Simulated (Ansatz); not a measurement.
**A computed series for In3SbTe2: pressure series**

Take In₃SbTe₂ (space group Immm, No. 71; a cell from a computed database, its experimental status unchecked) as the base.

```yaml
crystal:
  lattice:
    - [-2.20295, 3.10491, 6.62307]
    - [2.20295, -3.10491, 6.62307]
    - [2.20295, 3.10491, -6.62307]
  atoms:
    - { symbol: In, position: [0.00000, 0.00000, 0.00000] }
    - { symbol: In, position: [0.65920, 0.65920, 0.00000] }
    - { symbol: In, position: [0.34080, 0.34080, 0.00000] }
    - { symbol: Sb, position: [0.50000, 0.00000, 0.50000] }
    - { symbol: Te, position: [0.17223, 0.67223, 0.50000] }
    - { symbol: Te, position: [0.82777, 0.32777, 0.50000] }
```

Cell and atoms are relaxed at each pressure.

Level of theory: DFT with PBE, PAW potentials and a 420 eV plane-wave cutoff in Ansatz (a quantum-chemistry and plane-wave program), no spin-orbit coupling.

Notes on the quantities. enthalpy: H = E + PV relative to the base's energy.

| change | enthalpy | density | shortest interatomic distance |
|---|---|---|---|
| base | – | 6.61 g/cm³ | 305.0 pm |
| pressure −2 GPa | -0.39 eV/atom | 6.26 g/cm³ | 310.3 pm |
| pressure −1 GPa | -0.19 eV/atom | 6.45 g/cm³ | 307.4 pm |
| pressure 0.3 GPa | +0.06 eV/atom | 6.66 g/cm³ | 304.3 pm |
| pressure 0.7 GPa | +0.13 eV/atom | 6.71 g/cm³ | 303.4 pm |
| pressure 1.5 GPa | +0.28 eV/atom | 6.83 g/cm³ | 301.8 pm |
| pressure 3 GPa | +0.55 eV/atom | 7.02 g/cm³ | 299.1 pm |
| pressure 5 GPa | +0.90 eV/atom | 7.25 g/cm³ | 296.1 pm |
| pressure 7.5 GPa | +1.32 eV/atom | 7.50 g/cm³ | 292.9 pm |
| pressure 10 GPa | +1.73 eV/atom | 7.73 g/cm³ | 290.1 pm |

Load acts through the strain it causes; cell and atoms are relaxed under it. Whether these cells are dynamically stable was not tested. No other phases were tried under pressure. The final runs are not spin-polarised.
